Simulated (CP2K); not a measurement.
A working CP2K input for TeMoWSe₃ (P3m1, 12 atoms in the cell) (DFT PBEsol, GPW, DZVP-MOLOPT-SR-GTH basis, GTH-PBE potentials (GTH_POTENTIALS)):

```
&GLOBAL
  PROJECT temowse3
  RUN_TYPE ENERGY_FORCE
  PRINT_LEVEL MEDIUM
&END GLOBAL
&FORCE_EVAL
  METHOD Quickstep
  STRESS_TENSOR ANALYTICAL
  &DFT
    BASIS_SET_FILE_NAME BASIS_MOLOPT
    POTENTIAL_FILE_NAME GTH_POTENTIALS
    &QS
      METHOD GPW
      EPS_DEFAULT 1E-10
    &END QS
    &MGRID
      CUTOFF 500
      REL_CUTOFF 50
      NGRIDS 5
    &END MGRID
    &SCF
      SCF_GUESS ATOMIC
      EPS_SCF 1E-6
      MAX_SCF 100
      ADDED_MOS 17
      &DIAGONALIZATION
        ALGORITHM STANDARD
      &END DIAGONALIZATION
      &MIXING
        METHOD BROYDEN_MIXING
        ALPHA 0.3
        NBUFFER 12
        BETA 1.5
      &END MIXING
      &SMEAR ON
        METHOD FERMI_DIRAC
        ELECTRONIC_TEMPERATURE [K] 1160.45
      &END SMEAR
    &END SCF
    &KPOINTS
      SCHEME MONKHORST-PACK 10 10 1
      GAMMA_CENTERED T
    &END KPOINTS
    &XC
      &XC_FUNCTIONAL
        &PBE
          PARAMETRIZATION PBESOL
        &END PBE
      &END XC_FUNCTIONAL
    &END XC
    &PRINT
      &MO
        EIGENVALUES T
        OCCUPATION_NUMBERS T
        NDIGITS 8
        FILENAME mo
        &EACH
          QS_SCF 0
        &END EACH
        ADD_LAST NUMERIC
      &END MO
      &MULLIKEN ON
      &END MULLIKEN
    &END PRINT
  &END DFT
  &SUBSYS
    &CELL
      A 3.38301000 0.00000000 0.00000000
      B -1.69150500 2.92977300 0.00000000
      C 0.00000000 0.00000000 38.47392000
      PERIODIC XYZ
    &END CELL
    &COORD
      SCALED
      Te       0.33333300     0.66666700     0.70665000
      Te       0.33333300     0.66666700     0.60843000
      Mo       0.33333300     0.66666700     0.46965000
      Mo       0.66666700     0.33333300     0.28180000
      W        0.33333300     0.66666700     0.09392000
      W        0.66666700     0.33333300     0.65756000
      Se       0.33333300     0.66666700     0.32479000
      Se       0.66666700     0.33333300     0.05076000
      Se       0.66666700     0.33333300     0.42668000
      Se       0.66666700     0.33333300     0.13708000
      Se       0.66666700     0.33333300     0.51264000
      Se       0.33333300     0.66666700     0.23880000
    &END COORD
    &KIND Te
      BASIS_SET DZVP-MOLOPT-SR-GTH-q6
      POTENTIAL GTH-PBE-q6
    &END KIND
    &KIND Mo
      BASIS_SET DZVP-MOLOPT-SR-GTH-q14
      POTENTIAL GTH-PBE-q14
    &END KIND
    &KIND W
      BASIS_SET DZVP-MOLOPT-SR-GTH-q14
      POTENTIAL GTH-PBE-q14
    &END KIND
    &KIND Se
      BASIS_SET DZVP-MOLOPT-SR-GTH-q6
      POTENTIAL GTH-PBE-q6
    &END KIND
  &END SUBSYS
  &PRINT
    &FORCES ON
    &END FORCES
    &STRESS_TENSOR ON
    &END STRESS_TENSOR
  &END PRINT
&END FORCE_EVAL
```

The run converged in 32 iterations: free energy E − TS -9403.6611 eV; top of the valence band (on the code's own zero) 3.96 eV; gap on the k-point mesh 0.81 eV; pressure -1.51 GPa; largest force (vector length) 0.235 eV/Å. Each of these slips is then made, one at a time:

(1)
```diff
-      ADDED_MOS 17
+      ADDED_MOS 19
+      Mo       0.66666700     0.33333300     0.28180000
```

(2)
```diff
-    POTENTIAL_FILE_NAME GTH_POTENTIALS
+    POTENTIAL_FILE_NAME PBE_GTH_POTENTIALS
```

(3)
```diff
-        ELECTRONIC_TEMPERATURE [K] 1160.45
+        ELECTRONIC_TEMPERATURE [K] 23209
```

Q: How does each altered input end?

A: 
(1) One atom entered twice. The program stopped before any SCF iteration, with the message: GEOMETRY wrong or EMAX_SPLINE too small! fist_neighbor_lists.F:606.

(2) A potential or basis that cannot be found. The program stopped before any SCF iteration, with the message: The specified OLD file <PBE_GTH_POTENTIALS> cannot be opened. It does not exist..

(3) A smearing width that is far too large. The run converged in 31 iterations without an error; against the sound input the free energy drops by 3.55 eV/atom, the pressure goes from -1.51 to 15.65 GPa, the largest force goes from 0.235 to 3.547 eV/Å and no clean gap remains on the mesh (levels overlap or are partly filled), against 0.81 eV before.

The starting cell comes from a database of computed structures (which also holds hypothetical and non-ambient phases and stackings), without a prior relaxation at this level. Spin-orbit coupling is off. Values carry the incompleteness of an atom-centred basis. The potentials were made for another functional than the one used.

Left out of this page: 4 runs of the series outside the window shown, repeating another row's setting, or not comparable.
